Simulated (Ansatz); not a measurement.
Start from Al in the fcc (Cu type) structure (space group Fm-3m, No. 225; a = 4.015 Å; relaxed with 0.1 eV smearing).

Computed with Kohn–Sham DFT with the PBEsol functional, run in Ansatz (a first-principles code) with PAW and 420 eV plane waves, no spin-orbit coupling.

Strains are applied to the cell and any free atomic positions relax.

One change was made to it. Results:

| quantity | base | after |
|---|---|---|
| energy relative to the base (free energy F) | 0 meV/atom | +0.9 meV/atom |
| pressure | 0.0 GPa | -1.2 GPa |

Problem. Which change produced these results?
(A) isotropic strain −0.50 %
(B) isotropic strain +2.00 %
(C) isotropic strain +0.50 %
(D) isotropic strain +1.00 %

Solution. C, isotropic strain +0.50 %. For comparison, the pressure in the other runs: isotropic strain +2.00 % gives -4.3 GPa; isotropic strain −0.50 % gives 1.3 GPa; isotropic strain +1.00 % gives -2.3 GPa.

Whether these cells are dynamically stable was not tested.
